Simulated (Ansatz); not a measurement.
The parent structure is ZnGeP2 in the chalcopyrite structure (space group I-42d, No. 122; a = 5.374 Å, c = 10.625 Å). Axes: x, y, z lie along a, b, c of the conventional cell.

Computed with LDA (Ansatz, a first-principles code, PAW, no spin-orbit coupling).

Strains are applied to the cell and any free atomic positions relax.

One change was made to it. Results:

```csv
quantity,base,after
band gap,1.00 eV,0.99 eV
"valence-band top at Γ (three highest levels, from the VBM)","0.00, -0.07, -0.07 eV","0.00, -0.08, -0.09 eV"
```

**Question.** Which change produced these results?
A. tensor shear ε_xz = +0.80 %
B. tensor shear ε_xz = +1.60 %
C. tensor shear ε_xz = +1.20 %
D. tensor shear ε_xz = +0.40 %
E. tensor shear ε_xz = +2.00 %

**Answer.** D, tensor shear ε_xz = +0.40 %. For comparison, the band gap in the other runs: tensor shear ε_xz = +0.80 % gives 0.94 eV; tensor shear ε_xz = +2.00 % gives 0.74 eV; tensor shear ε_xz = +1.20 % gives 0.88 eV; tensor shear ε_xz = +1.60 % gives 0.81 eV.

No phonon test of stability was made.
